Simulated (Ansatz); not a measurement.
Take WSi2 (space group I4/mmm, No. 139; a = 3.2123 Å, c = 7.8058 Å) as the base.

The values are results of Ansatz (a first-principles code), r2SCAN, PAW, cutoff 500 eV, no SOC, earlier PAW set, not measurements.

One change was made to it. Results:

The shortest interatomic distance falls by 0.089 Å, from 2.578 Å to 2.489 Å; the density goes up by 1.51 g/cm³, from 9.90 g/cm³ to 11.41 g/cm³.

Problem. Which change produced these results?
A. pressure −1 GPa
B. pressure 45 GPa
C. pressure 4.2 GPa
D. pressure −2 GPa

Solution. B, pressure 45 GPa. For comparison, the shortest interatomic distance in the other runs: pressure −1 GPa gives 2.580 Å; pressure −2 GPa gives 2.582 Å; pressure 4.2 GPa gives 2.570 Å.

Load acts through the strain it causes; cell and atoms are relaxed under it. No phonon test of stability was made. Competing high-pressure phases were not computed. The final runs are not spin-polarised.
